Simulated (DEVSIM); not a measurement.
Device: Ru/SiO2/n-Si capacitor, at 300 K.

Layer 1 from the left is SiO2, thickness (nm) 1.20. Layer 2 from the left is Si, thickness (nm) 820, Nd (cm⁻³) 4.9e17.

Metal gate on the left, work function 4.7 eV. Fixed charge at the semiconductor interface -1.1e11 cm⁻² (in units of +e); no interface traps.

This is a model device: material constants are rounded textbook-type values typed into the input, and sizes, dopings and lifetimes were drawn at random. Values at 300 K.

SiO2: gap (eV) 9, affinity (eV) 0.9, permittivity 3.9. Si: gap (eV) 1.124, affinity (eV) 4.05, permittivity 11.7, Nc (cm⁻³) 2.86e19, Nv (cm⁻³) 3.1e19.

### Question
Estimate by hand the flat-band voltage, the threshold voltage, and compare with a numerical solution.

### Answer

- Flat-band voltage: C = 2.88 μF/cm², work-function difference 0.545 V; VFB = φms − qNf/C = 0.55 V; numerical 0.55 V.
- Threshold voltage: φF = 0.456 V, depletion charge √(4εqNφF) = 3.85e-7 C/cm²; VT = VFB − 2φF − Qd/C = -0.49 V; numerical -0.49 V.

DEVSIM, 1D Poisson equation in equilibrium, Boltzmann statistics, complete ionisation; no quantum confinement or tunnelling. Metal contacts follow the ideal Schottky-Mott rule: no Fermi-level pinning, no interface dipoles.
